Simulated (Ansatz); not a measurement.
The starting structures come from a database of crystals and need not be the phases stable at ambient conditions.

Inside the gap of an insulator the Bloch states are evanescent, with a wavenumber k + iκ along the transport direction.

Here is the system:

```
GaAs
1.0
    4.07346     0.00000     0.00000
   -2.03673     3.52772     0.00000
    0.00000     0.00000     6.58611
Ga As
2 2
Direct
  0.33333   0.66667   0.99998
  0.66667   0.33333   0.49998
  0.33333   0.66667   0.37402
  0.66667   0.33333   0.87402
```

Space group of this cell: P6_3mc, wurtzite. The cell is strained (lengths across the current scaled by 1.02, ions clamped); by r2SCAN its mean pressure is -2.5 GPa.

Transport runs along the normal of the first two printed cell vectors, the (001) (indices of the unstrained crystal) plane of the conventional cell.

No gap correction and no spin-orbit coupling; mid-gap values are interpolated between computed energies.

Q: Estimate the band gap and the smallest decay constant κ at mid-gap that Ansatz (an electronic-structure program) with r2SCAN returns for this system.

A: Gap 0.69 eV on a 12×12×6 mesh; κ = 0.044 1/Å, at the zone centre.
